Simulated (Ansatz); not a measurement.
# Hypothetical rock salt BAs: response to strain

Take BAs in the rock salt structure (space group Fm-3m, No. 225; a = 4.569 Å; a hypothetical phase, not in the database extracts checked; relaxed with 0.1 eV smearing) as the base. Axes: x, y, z lie along the cube axes.

Strains are applied to the cell and any free atomic positions relax; under biaxial strain the out-of-plane vector relaxes too; under stress the whole cell relaxes.

Calculations: PBEsol (Ansatz, a quantum-chemistry and plane-wave program), no spin-orbit coupling.

Notes on the quantities. pressure: mean of the normal stresses, compression positive.

```csv
case,space group,pressure,volume per atom
base,Fm-3m (No. 225),0.0 GPa,11.92 Å³
"biaxial strain +1.08 %, plane normal [110], relaxed out of plane",Immm (No. 71),-1.8 GPa,12.08 Å³
"biaxial strain +1.80 %, plane normal [110], relaxed out of plane",Immm (No. 71),-3.0 GPa,12.19 Å³
"biaxial strain +0.84 %, plane normal [111], relaxed out of plane",R-3m (No. 166),-1.3 GPa,12.03 Å³
isotropic strain −3.82 %,Fm-3m (No. 225),21.2 GPa,10.61 Å³
uniaxial strain ε_zz = +0.28 %,I4/mmm (No. 139),-0.4 GPa,11.95 Å³
uniaxial strain ε_zz = +1.24 %,I4/mmm (No. 139),-1.7 GPa,12.07 Å³
tensor shear ε_xz = +3.69 %,Immm (No. 71),0.2 GPa,11.90 Å³
"uniaxial stress, 2 GPa compression along x",I4/mmm (No. 139),–,11.87 Å³
"uniaxial stress, 5 GPa compression along z",I4/mmm (No. 139),–,11.80 Å³
```

A biaxial case was relaxed in a doubled cell and then solved in the primitive one. Beyond what the load breaks, stability against distortions was not tested. The final runs are not spin-polarised.
